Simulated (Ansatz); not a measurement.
Band structure of TlRh3 (P6_3/mmc, 8 atoms in the cell).

```xyz
8
Lattice="5.7120 0.0000 0.0000 -2.8560 4.9467 0.0000 0.0000 0.0000 4.5713" Properties=species:S:1:pos:R:3 pbc="T T T"
Tl     2.8560     1.6489     1.1428
Tl     0.0000     3.2978     3.4285
Rh     1.3749     0.7938     3.4285
Rh     1.4811     4.1529     1.1428
Rh     0.0000     1.5876     1.1428
Rh     2.8560     3.3591     3.4285
Rh     4.3371     0.7938     3.4285
Rh    -1.4811     4.1529     1.1428
```

Method of the run: PBEsol, PAW files made with PBE (plane waves; Ansatz, a first-principles code).

Settings: kpoints.mp_grid.grid = 5 5 5; hamiltonian.xc = pbesol; hamiltonian.pseudopotentials = {kind: paw} (the program's default PAW files); scf.occupations.method = fermi_dirac; scf.occupations.width = 0.1 eV; kpoints.band_path.npoints = 8.

The starting cell comes from a database of computed structures (which also holds hypothetical and non-ambient phases and stackings), without a prior relaxation at this level. Spin-orbit coupling is off. Spin polarisation is off.

Levels in eV from the Fermi level, bands 61 to 68:
```tsv
point	61	62	63	64	65	66	67	68
Γ	-0.44	-0.28	-0.28	0.52	0.77	0.78	0.80	1.19
M	-0.66	-0.63	-0.60	-0.28	0.21	0.47	0.61	1.85
K	-0.54	-0.52	-0.52	-0.52	-0.26	-0.26	0.59	2.90
A	-0.18	-0.18	-0.18	-0.18	0.66	0.66	1.03	1.03
L	-0.50	-0.50	-0.36	-0.36	0.26	0.26	0.46	0.46
H	-0.37	-0.37	-0.29	-0.29	0.14	0.14	0.37	0.37
```

Bands cross the Fermi level along this path, so the cell is metallic at this level.

Keys are those of Ansatz 0.2.
